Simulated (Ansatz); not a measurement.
Reference: KBr (Fm-3m), PBEsol, rigid bands (plane waves, PAW, scalar-relativistic; Ansatz, an electronic-structure program); axes and stresses refer to this cell.

```
CELL_PARAMETERS angstrom
      0.00000     3.27479     3.27479
      3.27479     0.00000     3.27479
      3.27479     3.27479     0.00000
ATOMIC_POSITIONS crystal
  K  0.00000 0.00000 0.00000
  Br 0.50000 0.50000 0.50000
```

The electron conductivity mass is 0.38 mₑ. The Seebeck coefficient, p-type 1e19 cm⁻³ is 510 μV/K and the Seebeck coefficient, n-type 1e19 cm⁻³ is -180 μV/K.

Question: Change: spin-orbit coupling switched on. What happens to electron conductivity mass, Seebeck coefficient, p-type 1e19 cm⁻³, Seebeck coefficient, n-type 1e19 cm⁻³?

Answer: electron conductivity mass moves little, to 0.38 mₑ; Seebeck coefficient, p-type 1e19 cm⁻³ falls to 451 μV/K; Seebeck coefficient, n-type 1e19 cm⁻³ moves little, to -180 μV/K.

Masses are for dilute carriers at 300 K, harmonic means over directions unless an axis is named. Seebeck coefficients are for the stated density at 300 K, with one relaxation time for all states and whether or not that doping can be reached. Spin-orbit coupling is left out unless a row names it; without it hole values are far off for these elements.
